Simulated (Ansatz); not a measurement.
Consider the following.

End structure of a constructed model of the (111) surface of diamond, (√3x√3)R30° Au adatom at T4 (bottom of the slab: 3 H on 3 bottom sites):

```yaml
crystal:
  lattice:
    - [3.78820, 2.18712, 0.00000]
    - [-3.78820, 2.18712, 0.00000]
    - [0.00000, 0.00000, 26.00000]
  atoms:
    - { symbol: C, position: [0.00000, 0.00000, 0.36007] }
    - { symbol: C, position: [0.33333, 0.66667, 0.36007] }
    - { symbol: C, position: [0.66667, 0.33333, 0.36007] }
    - { symbol: C, position: [0.00000, 0.66667, 0.37990] }
    - { symbol: C, position: [0.33333, 0.33333, 0.37990] }
    - { symbol: C, position: [0.66667, 0.00000, 0.37990] }
    - { symbol: C, position: [0.00000, 0.66675, 0.43938] }
    - { symbol: C, position: [0.33325, 0.33325, 0.43938] }
    - { symbol: C, position: [0.66675, 0.00000, 0.43938] }
    - { symbol: C, position: [0.00000, 0.33443, 0.45912] }
    - { symbol: C, position: [0.33443, 0.00000, 0.45912] }
    - { symbol: C, position: [0.66557, 0.66557, 0.45912] }
    - { symbol: C, position: [0.00000, 0.33420, 0.51891] }
    - { symbol: C, position: [0.33420, 0.00000, 0.51891] }
    - { symbol: C, position: [0.66580, 0.66580, 0.51891] }
    - { symbol: C, position: [0.00000, 0.00000, 0.53700] }
    - { symbol: C, position: [0.33333, 0.66667, 0.53878] }
    - { symbol: C, position: [0.66667, 0.33333, 0.53878] }
    - { symbol: C, position: [0.00000, 0.00000, 0.59553] }
    - { symbol: C, position: [0.33333, 0.66667, 0.60302] }
    - { symbol: C, position: [0.66667, 0.33333, 0.60302] }
    - { symbol: C, position: [0.00000, 0.67484, 0.61642] }
    - { symbol: C, position: [0.32516, 0.32516, 0.61642] }
    - { symbol: C, position: [0.67484, 0.00000, 0.61642] }
    - { symbol: H, position: [0.00000, 0.00000, 0.31753] }
    - { symbol: H, position: [0.33333, 0.66667, 0.31754] }
    - { symbol: H, position: [0.66667, 0.33333, 0.31754] }
    - { symbol: Au, position: [0.00000, 0.00000, 0.68939] }
```

Slab: 28 atoms, 9.5 Å thick at the start with caps and adatoms (thin: gaps and levels are the slab's own); k 7x7x1, smearing 0.025 eV, dipole-corrected; single point; on the structure that PBE left under its start's symmetry; no spin (no spin-polarised run to compare, though such a face may carry moments), no spin-orbit, no U. The slab shows no gap on its mesh. It is one candidate, not shown to be the stable structure of the face.

**Question.** Give the work function of the top face at the level r2SCAN, at the PBE geometry (Ansatz, a first-principles code).

**Answer.** 4.72 eV
